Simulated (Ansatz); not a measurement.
Carrier doping in ZnS

The parent structure is ZnS in the wurtzite structure (space group P6_3mc, No. 186; a = 3.8061 Å, c = 6.2447 Å).

Carriers are added at fixed cell with a uniform background; the Fermi–Dirac width is that of 300 K.

Calculations: Kohn–Sham DFT with the r2SCAN functional, run in Ansatz (a program for electronic structure) with PAW and 500 eV plane waves, no spin-orbit coupling.

Notes on the quantities. Fermi level from band edge: Fermi level relative to the doped band's edge (positive inside the band; to 0.05 eV).

```
change                    Fermi level from band edge  gap between the host's bands
------------------------  --------------------------  ----------------------------
undoped                                            –                       2.78 eV
electrons 1.0×10^21 cm⁻³                    +1.00 eV                       2.76 eV
electrons 1.5×10^21 cm⁻³                    +1.05 eV                       2.75 eV
electrons 2.0×10^21 cm⁻³                    +1.10 eV                       2.74 eV
electrons 7.0×10^21 cm⁻³                    +1.40 eV                       2.66 eV
holes 1.0×10^21 cm⁻³                        +0.20 eV                       2.81 eV
holes 1.5×10^21 cm⁻³                        +0.25 eV                       2.82 eV
holes 2.0×10^21 cm⁻³                        +0.30 eV                       2.83 eV
holes 7.0×10^21 cm⁻³                        +0.60 eV                       2.97 eV
```

Charged cell with a jellium background: band edges are those of the host's band count, energies are not comparable with the neutral cell, and many-body gap narrowing is missing. Whether these cells are dynamically stable was not tested.
